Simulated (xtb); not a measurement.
xtb 6.7.1, GFN2-xTB: Re(CO)5(Cl), 12 atoms. The geometry is a generated start, not checked to be a minimum at this level.

* **run flags**: --grad
* **method**: GFN2-xTB
* **--acc**: 1 (default)
* **--etemp (K)**: 300 (default)
* **basis functions**: 60
* **valence electrons**: 64

```xyz
12

Re    -0.0287     0.0707     0.0101
O      2.8449     0.8559    -0.8739
C      1.7757     0.6791    -0.5491
O      1.0952    -0.4071     2.8633
C      0.6450    -0.1205     1.8664
O     -0.6115    -0.6625    -2.9484
C     -0.4662    -0.2699    -1.8989
O     -2.4313    -1.7429     0.7780
C     -1.6298    -0.9887     0.5188
O     -1.3012     2.8931     0.3036
C     -0.8335     1.8579     0.1981
Cl     0.9415    -2.1649    -0.2682
```

Charge 0 and multiplicity 1 are set for this test and not shown to be the ground state.

One run each on 1 thread. Values of broydamp tried: 0.02, 0.05, 0.1, 0.2, 0.4 (default), 0.6, 0.8, 1.

Task: How does the count of SCC iterations change with broydamp, and where is it least?

Result: Fewest SCC iterations, within one of each other: 0.2 with 18, 0.4 (default) with 18, 0.6 with 19. The count rises to 34 at 0.02. All converge to one solution.

| broydamp | SCC iterations | end |
|---|---|---|
| 0.02 | 34 | same solution |
| 0.05 | 28 | same solution |
| 0.1 | 24 | same solution |
| 0.2 | 18 | same solution |
| 0.4 (default) | 18 | same solution |
| 0.6 | 19 | same solution |
| 0.8 | 21 | same solution |
| 1 | 24 | same solution |
